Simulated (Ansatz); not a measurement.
N vacancy + 1 H in zinc-blende BN: one set of geometries, relaxed with PBE, evaluated in Ansatz (PAW, plane waves to 420 eV, 500 eV under r2SCAN) with PBE, r2SCAN.

Set-up: 64-site cell; 2×2×2 shifted k-points; start: the N site; 1 H on the vacancy's neighbours; charged states image-corrected; energies good to tenths of an eV; relaxed from one start, so a lower configuration may exist.

| quantity | PBE | r2SCAN |
|---|---|---|
| host gap (eV) | 4.46 | ? |
| ε(+2/+1) above the VBM (eV) | 2.29 | ? |
| ε(+1/0) above the VBM (eV) | 2.62 | ? |
| ε(0/−1) above the VBM (eV) | 4.26 | ? |
| largest moment on one atom at charge +1 (μB) | 0.05 | ? |
| neutral formation energy against H2 molecule in a box, N2 molecule in a box (eV) | 7.63 | ? |
| largest moment on one atom at charge −1 (μB) | 0.19 | ? |

Question: Given the lower rungs, what does r2SCAN give?

Answer: 
- host gap (eV), r2SCAN: 4.99
- ε(+2/+1) above the VBM (eV), r2SCAN: 2.57
- ε(+1/0) above the VBM (eV), r2SCAN: 2.99
- ε(0/−1) above the VBM (eV), r2SCAN: 4.42
- largest moment on one atom at charge +1 (μB), r2SCAN: 0.05
- neutral formation energy against H2 molecule in a box, N2 molecule in a box (eV), r2SCAN: 8.19
- largest moment on one atom at charge −1 (μB), r2SCAN: 0.21

Ansatz is a program for electronic structure.
